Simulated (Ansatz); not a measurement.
Base system: BN in the h-BN type structure (space group P6_3/mmc, No. 194; layered, stacked along the Cartesian z axis).

```
BN
1.0
    2.50045     0.00000     0.00000
   -1.25023     2.16545     0.00000
    0.00000     0.00000     6.41121
B N
2 2
Cartesian
  0.00000   1.44364   1.60280
  1.25023   0.72182   4.80841
  0.00000   1.44364   4.80841
  1.25023   0.72182   1.60280
```

Cartesian axes are those of the cell as printed.

All numbers come from Ansatz (a program for electronic structure) PBEsol-D3(BJ), no spin-orbit coupling.

Now apply this change: an isotropic linear strain of −2.61 %; the atoms relax in the strained cell.

Q: Predict the stress tensor and what it implies for the stiffness.

A: Stress of the strained cell less that of the base (GPa, compression positive):
```
  34.47    0.00    0.00
   0.00   34.47    0.00
   0.00    0.00    1.15
```

Then B = −ΔP/(ΔV/V₀) with ΔV/V₀ = -0.0763 gives secant stiffness values (nonlinear terms included at this strain): B (at held cell shape, above the free-shape value) ≈ 306 GPa.

As a check, the harmonic strain energy −½ V₀ Δσ:ε is 50 meV/atom; the computed energy rise is 45 meV/atom.

Stability against distortions was not tested.
